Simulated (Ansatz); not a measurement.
**Be under load (space group P6_3/mmc): band-structure transport figures**

Consider the following.

```
CELL_PARAMETERS angstrom
      2.28763     0.00000     0.00000
     -1.14381     1.98114     0.00000
      0.00000     0.00000     3.56114
ATOMIC_POSITIONS crystal
  Be 0.33333 0.66667 0.75000
  Be 0.66667 0.33333 0.25000
```

All values below come from PBEsol, rigid bands (plane waves, PAW, scalar-relativistic; Ansatz, a program for electronic structure). Condition of this run: biaxial strain xx = yy = +1.5 %, z clamped. Cell: cell and atoms relaxed with PBEsol, then loaded as said.

| Quantity | Value |
|---|---|
| density of states at the Fermi level | 0.133 states/(eV·cell), both spins |
| bare Sommerfeld coefficient | 0.157 mJ/(mol of atoms·K²) |
| Drude plasma energy | 6.2 (x), 6.2 (y), 4.9 (z) eV |
| root-mean-square Fermi velocity | 1.2e6 m/s |
| resistivity times τ | 12.7 (x), 12.7 (y), 20 (z) ×10⁻²² Ω·m·s |

A metal at this level (no band gap); rigid bands, thermally averaged at 300 K, both spins. Spin-orbit coupling is left out. τ is one relaxation time for all states.
